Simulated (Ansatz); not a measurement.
**Pressure series in NiSi**

Base system: NiSi (space group Pnma, No. 62; a = 5.119 Å, b = 3.342 Å, c = 5.563 Å; non-magnetic).

Cell and atoms are relaxed at each pressure.

Calculations: r2SCAN (Ansatz, a quantum-chemistry and plane-wave program, PAW, scalar-relativistic without spin-orbit coupling).

Two rows of this table had their results exchanged by mistake.

```
pressure          volume per atom (Å³)  shortest distance (Å)  band gap
----------------  --------------------  ---------------------  --------
pressure 0.3 GPa                 11.88                  2.263      zero
pressure 0.7 GPa                 11.85                  2.262      zero
pressure 1.5 GPa                 11.80                  2.260      zero
pressure 3 GPa                   11.31                  2.238      zero
pressure 5 GPa                   11.59                  2.250      zero
pressure 7.5 GPa                 11.45                  2.244      zero
pressure 10 GPa                  11.71                  2.256      zero
```

Question: Which two?

Answer: The rows for pressure 3 GPa and pressure 10 GPa: the volume has to fall steadily with pressure, so 11.71 Å³ belongs to pressure 3 GPa and 11.31 Å³ to pressure 10 GPa.

Load acts through the strain it causes; cell and atoms are relaxed under it. Whether these cells are dynamically stable was not tested. Competing high-pressure phases were not computed. Seeded moments were not kept for the base. All final runs are without spin polarisation.
